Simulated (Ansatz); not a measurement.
**As: thickness series**

The parent structure is As in the A7 type structure (space group R-3m, No. 166; a = 3.7457 Å, c = 9.7524 Å (hexagonal axes); layered).

Free-standing slabs (2 atom(s) a layer) normal to the stacking axis with 15 Å of vacuum; in-plane cell relaxed.

The values are results of PBEsol-D3(BJ) (Ansatz, a first-principles code, PAW, no SOC), not measurements.

Notes on the quantities. excess energy per area of both faces: slab less bulk energy over the cell's area: twice a surface energy; uncertain by up to 0.1 J/m².

```json
[
 {"case": "base", "band gap": "zero", "excess energy per area of both faces": "–", "thickness between the outermost nuclei": "–", "in-plane lattice parameter a": "3.746 Å"},
 {"case": "1 layer", "band gap": "1.40 eV", "excess energy per area of both faces": "0.97 J/m²", "thickness between the outermost nuclei": "1.40 Å", "in-plane lattice parameter a": "3.517 Å"},
 {"case": "2 layers", "band gap": "zero", "excess energy per area of both faces": "1.17 J/m²", "thickness between the outermost nuclei": "4.78 Å", "in-plane lattice parameter a": "3.628 Å"},
 {"case": "3 layers", "band gap": "zero", "excess energy per area of both faces": "1.2 J/m²", "thickness between the outermost nuclei": "8.13 Å", "in-plane lattice parameter a": "3.661 Å"},
 {"case": "4 layers", "band gap": "zero", "excess energy per area of both faces": "1.2 J/m²", "thickness between the outermost nuclei": "11.36 Å", "in-plane lattice parameter a": "3.685 Å"}
]
```

The excess energy carries the mismatch between the slab's and the bulk's meshes. Whether these cells are dynamically stable was not tested.
